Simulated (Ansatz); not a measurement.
Take Re in the hcp (Mg type) structure (space group P6_3/mmc, No. 194; a = 2.758 Å, c = 4.463 Å) as the base. Axes: x lies along a and z along c of the hexagonal cell.

Calculations: r2SCAN/PAW in Ansatz (a quantum-chemistry and plane-wave program), scalar-relativistic without spin-orbit coupling, earlier PAW set.

It is then changed as follows: a free-standing slab of 6 layers (6 atoms, 1 a layer) is cut normal to the z axis, with 15 Å of vacuum and the in-plane cell held at bulk.

Task: What happens to the excess energy per area of both faces?

Result: The excess energy per area of both faces (slab less bulk energy over the cell's area: twice a surface energy) is 5.5 J/m² (uncertain by up to 0.1 J/m²).

Task: How does this affect the change of the spacing d23 from its bulk value of 2.231 Å?

Result: The change of the spacing d23 from its bulk value of 2.231 Å comes out as +4.3 %.

Slab and bulk use different k-meshes, which limits the precision of the excess energy. No phonon test of stability was made. The final runs are not spin-polarised.
